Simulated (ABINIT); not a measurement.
σxx against uniaxial strain in CsCl-type RuAl (space group 221): C11 (ABINIT, PBEsol)

```yaml
crystal:
  lattice:
    - [2.93211, 0.00000, 0.00000]
    - [0.00000, 2.97676, 0.00000]
    - [0.00000, 0.00000, 2.97676]
  atoms:
    - { symbol: Al, position: [0.50000, 0.50000, 0.50000] }
    - { symbol: Ru, position: [0.00000, 0.00000, 0.00000] }
```

Level of theory: PBEsol, norm-conserving pseudopotentials (PseudoDojo nc-sr-04 PBEsol standard) (plane waves; ABINIT). Settings: pseudos = [Al.upf, Ru.upf]; ecut = 1497 eV; occopt = 3; tsmear = 0.05 eV; ngkpt = 22 22 22; nshiftk = 1; shiftk = 0 0 0; potentials = PseudoDojo nc-sr-04 PBEsol standard; nband = 15; kptopt = 1; nstep = 50; tolvrs = 1e-11. The cell above is the first row's. The rows stretch one cube axis (x) by the strain ε and hold the other two. Stress is positive in tension. In all rows fractional positions and the k mesh are held.

```
ε (%)  σxx (GPa)
-----  ---------
-1.5           ?
-1.0       -3.50
-0.5       -1.71
0.0         0.01
0.5         1.67
1.0         3.27
1.5         4.82
```

Q: Fit σxx against ε with a parabola, and predict the withheld value at ε = -1.5.

A: Least squares gives σxx = 0.009 + 3.3857·ε - 0.1200·ε². Residuals (row less fit): -0.003, 0.004, 0.001, -0.002, -0.005, 0.002; standard error 0.004 (degrees of freedom: 3). The slope at ε = 0, 3.3857 GPa per cent, gives C11 ≈ 100 × 3.3857 = 339 GPa, for the static lattice. At the withheld row, σxx = 0.009 + 3.3857 × (-1.5) - 0.1200 × (-1.5)² = -5.340 GPa. The calculation gives -5.35 GPa, 0.010 GPa below the prediction (0.1 % of the range of σxx in the table). The row lies outside the fitted rows, so this is an extrapolation. From the scatter of the fitted rows alone, a prediction at this place has a standard error of 0.009 GPa, so the miss is 1.1 times that.

Carrying the step between the two nearest rows on in a straight line would have given -5.29, off by 0.06; series whose last step already gives the withheld value aren't shown. The reference cell has the volume at which an earlier scan in this program and functional put its minimum by a fit. The runs keep the symmetry of the cell, so they don't test it for distortions. The unstrained cell stands at a pressure of -0.01 GPa, and the constants belong to that pressure. By symmetry this strain leaves no force on the atoms; the largest in the rows is 0.000 eV/Å. Spin polarisation is off. Without a gap such slopes are sensitive to mesh and smearing. 1 of the planned runs didn't end soundly and are left out. Cutoffs and mesh are single choices, not tested for convergence of this quantity. Series with a scatter that would blur these digits, or in which a gap closes, are not shown. Strain series were run only where this level's volume lies within 10 % of a first guess from the measured size.
